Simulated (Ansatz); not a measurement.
Consider Ti in the hcp (Mg type) structure (space group P6_3/mmc, No. 194; a = 2.9398 Å, c = 4.6540 Å; relaxed with 0.1 eV smearing). Axes: x lies along a and z along c of the hexagonal cell.

Method: PBE, PAW, 420 eV (Ansatz, a first-principles code; spin-orbit coupling left out).

The change: biaxial strain −2.50 %, plane normal [001], relaxed out of plane (Cartesian); in-plane vectors clamped, the third vector and the atoms free.

### Question
What happens to the ratio −ε⊥/ε∥ and in-plane stress?

### Answer
The ratio −ε⊥/ε∥ is 0.85; the mean in-plane stress (compression positive) is +5.1 GPa.

Whether these cells are dynamically stable was not tested. The final runs are not spin-polarised.
